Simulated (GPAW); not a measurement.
Band structure of Cr (Im-3m, 1 atom in the cell).

```
Cr
1.0
   -1.45440     1.45440     1.45440
    1.45440    -1.45440     1.45440
    1.45440     1.45440    -1.45440
Cr
1
Direct
  0.00000   0.00000   0.00000
```
Moments meant for the start (each program seeds them in its own way; μB, in the order of the atoms Cr): 3.0.

Level of theory: PBE, GPAW PAW datasets PBE (gpaw-data 1.0.1) (plane waves; GPAW).

Settings: spinpol = true; mode = pw; ecut = 850 eV; xc = PBE; kpts = 16 16 16; mesh shift (steps) = 0 0 0; occupations.name = methfessel-paxton; occupations.width = 0.2 eV; occupations.order = 0; nbands = -7; convergence.density = 1e-05 e/electron; convergence.energy = 1e-05 eV/electron; symmetry.symmorphic = false; symmetry.tolerance = 0.0005.

The starting cell was generated: these elements placed on a structure prototype, without a prior relaxation; it need not be a known phase or ordering of this composition. Its lattice was rescaled by a random factor within 2.5 % of one. The starting moments vanished: the run ended non-magnetic, which need not be the lowest state.

Levels in eV from the Fermi level, bands 1 to 7 of the first spin channel:
```csv
point,1,2,3,4,5,6,7
Γ,-7.51,-0.81,-0.81,-0.81,1.04,1.04,9.86
H,-3.85,-3.85,2.22,2.22,2.22,9.12,9.12
N,-4.02,-2.19,1.03,1.07,1.33,2.57,9.20
P,-2.11,-2.11,-2.11,1.39,1.39,9.16,9.16
```

Bands cross the Fermi level along this path, so the cell is metallic at this level.

The net moment of the cell came out as 0.00 μB.
